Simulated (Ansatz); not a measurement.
SiH3F (P2₁/c, No. 14, 20 atoms in the cell; start mp-28289)

Level of theory: HSE06 (Ansatz, a first-principles code, PAW).

Run with plane-wave cutoff 460 eV, 6×4×4 k mesh (along the axes of the cell as run), Fermi–Dirac smearing 0.01 eV, scalar-relativistic PAW data made under PBE.

Cell (relaxed with PBE-D3(BJ)):

```xyz
20
Lattice="4.6353 0.0000 -0.1270 0.0000 7.5678 0.0000 -3.6962 0.0000 7.6542" Properties=species:S:1:pos:R:3 pbc="T T T"
Si     3.8022     5.8159     0.5773
Si    -2.8631     1.7519     6.9499
Si    -1.0150     2.0320     3.1228
Si     1.9542     5.5358     4.4045
H      0.2329     5.9148     1.7303
H      0.7062     1.6530     5.7970
H      2.5543     2.1309     1.9699
H     -1.6152     5.4369     5.5574
H      2.6643     6.7328     0.8221
H     -1.7252     0.8350     6.7052
H      0.1229     2.9489     2.8781
H      0.8162     4.6189     4.6492
H      1.5133     6.9384     4.1857
H     -0.5742     0.6294     3.3416
H     -2.4223     3.1545     7.1687
H      3.3614     4.4133     0.3586
F      0.7892     6.2906     6.8194
F      0.1499     1.2772     0.7079
F     -1.6982     2.5067     4.5350
F      2.6373     5.0611     2.9923
```

| Property | Result |
|---|---|
| band gap | 7.25 eV (indirect) |
| smallest direct gap on the k points sampled | 7.43 eV |
| Γ–Γ gap | 7.71 eV |

Note: cell and atoms aren't relaxed at this level (largest force component 0.48 eV/Å, pressure -0.7 GPa).

Cost on a shared machine: around 30 core-minutes (rough).

A start named mp-… is a Materials Project structure, which need not be a measured phase.
